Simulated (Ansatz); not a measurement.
Phonon-limited resistivity of Nb2CS (P6_3/mmc) against temperature in μΩ·cm, PBEsol, DFPT electron-phonon coupling, linearised Boltzmann equation (Ansatz, a program for electronic structure), harmonic crystal at a fixed cell. x, y and z are the axes of this cell:
```
Nb2CS
1.0
    3.26850     0.00000     0.00000
   -1.63425     2.83060     0.00000
    0.00000     0.00000    11.55938
Nb C S
4 2 2
Direct
  0.66667   0.33333   0.90386
  0.33333   0.66667   0.09614
  0.33333   0.66667   0.40386
  0.66667   0.33333   0.59614
  0.00000   0.00000   0.00000
  0.00000   0.00000   0.50000
  0.33333   0.66667   0.75000
  0.66667   0.33333   0.25000
```

```json
[
 {"T": "50 K", "ρ (x, y)": "0.62", "ρ (z)": "1.67"},
 {"T": "77 K", "ρ (x, y)": "2.4", "ρ (z)": "6.1"},
 {"T": "100 K", "ρ (x, y)": "?", "ρ (z)": "11.2"},
 {"T": "150 K", "ρ (x, y)": "8.8", "ρ (z)": "?"},
 {"T": "200 K", "ρ (x, y)": "13.2", "ρ (z)": "36"},
 {"T": "250 K", "ρ (x, y)": "17.6", "ρ (z)": "49"},
 {"T": "273 K", "ρ (x, y)": "19.6", "ρ (z)": "55"},
 {"T": "300 K", "ρ (x, y)": "22", "ρ (z)": "63"}
]
```

**Question.** Complete the blanks.

**Answer.** 
- 100 K, ρ (x, y): 4.3
- 150 K, ρ (z): 23

A metal at this level (no band gap). Only scattering by harmonic phonons is included (no impurities, grain boundaries, electron-electron scattering or thermal expansion). Spin-orbit coupling is left out. Halving the electron mesh (28x28x8) moves the resistivity by up to 8 %. Smearing 0.20 eV; phonons on a 5x5x2 q mesh, which this run doesn't test and which matters most at low temperature.

Computed structure with no diffraction record at hand here (it may be known, metastable or hypothetical): Nb2CS (P6_3/mmc).
